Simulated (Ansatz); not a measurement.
Results of LDA in Ansatz (plane waves, PAW) for Al3Pt2 (P-3m1, No. 164; cell taken from a computed entry).

Run with plane-wave cutoff 520 eV, 18×18×12 k mesh (along the axes of the cell as run), Fermi–Dirac smearing 0.05 eV, scalar-relativistic PAW data made under PBE.

Cell (relaxed at this level):

```xyz
5
Lattice="4.1727 0.0000 0.0000 -2.0863 3.6137 0.0000 0.0000 0.0000 5.1495" Properties=species:S:1:pos:R:3 pbc="T T T"
Al     0.0000     0.0000     0.0000
Al     0.0000     2.4091     3.3298
Al     2.0863     1.2046     1.8197
Pt     0.0000     2.4091     0.8497
Pt     2.0863     1.2046     4.2998
```

### Question
Estimate the bulk modulus that the calculation returns.

### Answer

bulk modulus: 174 GPa

The run finds no gap.

Note: the bulk modulus is −V dP/dV from two relaxed cells at ±2 % in volume; the relaxation could not lower the start's symmetry, so the cell can be a saddle point above a distorted one.

Spin–orbit coupling is not included.

Computed values are for the static lattice.

Computing time: very roughly 3 core-minutes.

Ansatz is a quantum-chemistry and plane-wave program.
